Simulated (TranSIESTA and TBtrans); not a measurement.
Run with TranSIESTA and TBtrans (open boundaries, self-consistent; PseudoDojo norm-conserving potentials, scalar-relativistic): PAO.BasisSize DZP, PAO.EnergyShift 0.15 eV, XC.Authors PBE, Mesh.Cutoff 200 Ry, ElectronicTemperature 300 K, TS.Voltage 0.0 eV, TBT.Elecs.Eta 0.001 eV, no spin polarisation.

Device: Ag chain with one bond stretched by 1.0 Å. Leads: straight Ag chain, spacing 2.65 Å. Geometry: as built, not relaxed.

Question: Give the largest eigenchannel transmissions at the Fermi level (four at most) and the total.

Answer: 0.73; total 0.73. The straight chain is held at its spacing; free chains may zigzag or dimerise. No spin-polarised start was tried, so a magnetic state, if there is one, is missed.
